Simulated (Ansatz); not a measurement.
**Response to strain in GaN**

Take GaN in the zinc blende structure (space group F-43m, No. 216; a = 4.498 Å) as the base. Axes: x, y, z lie along the cube axes.

Strains are applied to the cell and any free atomic positions relax; under biaxial strain the out-of-plane vector relaxes too.

Calculations: Ansatz (a quantum-chemistry and plane-wave program), r2SCAN, PAW, cutoff 500 eV, no spin-orbit coupling.

```tsv
biaxial strain, plane normal [111], relaxed out of plane (%)	out-of-plane strain (%)
0	0.00
0.42	?
0.83	-0.35
1.25	-0.53
1.67	-0.70
2.08	-0.87
2.5	-1.04
```

Task: Fit ε⊥ = −νε + γε² (strains in %) to the rows shown and predict the withheld row.

Result: Least squares on the printed values gives ν = 0.43 (the biaxial Poisson response) and γ = 0.005 (largest residual 0.00 %); this predicts -0.18 %, and the run gives -0.18 %, in agreement.

Stability against distortions was not tested. This is not the structure that GaN has at room temperature and ambient pressure.
